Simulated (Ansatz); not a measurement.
The starting structures come from a database of crystals and need not be the phases stable at ambient conditions.

 Where the default PAW files enter, the runs use the earlier of Ansatz's two default sets.

Tunnelling through a barrier is set by its complex band structure: the current falls as exp(−2κd) with the smallest κ.

Input:

```xyz
14
Lattice="6.1005 0.0000 0.0000 3.0503 6.1898 0.0000 0.0000 3.2765 6.7888" Properties=species:S:1:pos:R:3 pbc="T T T"
K      3.0503     2.6063     5.2075
K      6.1005     6.8600     1.5813
K      6.1005     2.7469     1.7055
K      3.0503     6.7194     5.0833
W      6.1005     4.7072     5.2437
W      3.0503     4.7591     1.5451
O      4.6417     4.7920     6.2763
O      4.5091     4.6743     0.5125
O      7.6920     4.6743     0.5125
O      1.4588     4.7920     6.2763
O      3.0503     6.2997     2.4611
O      6.1005     3.1666     4.3277
O      6.1005     6.1417     4.1664
O      3.0503     3.3247     2.6224
```

Space group of this cell: C2/m. The cell is taken as given; by r2SCAN its mean pressure is -1.4 GPa.

Transport runs along the normal of the first two printed cell vectors.

The gap is the functional's own, uncorrected, and κ follows it; spin-orbit coupling is left out. Mid-gap values are interpolated between the computed energies.

Problem. Compute, with r2SCAN (Ansatz, a program for electronic structure), the band gap and the smallest decay constant κ at mid-gap.

Solution. Gap 5.21 eV on a 6×6×6 mesh; κ = 0.499 1/Å, at the zone centre.
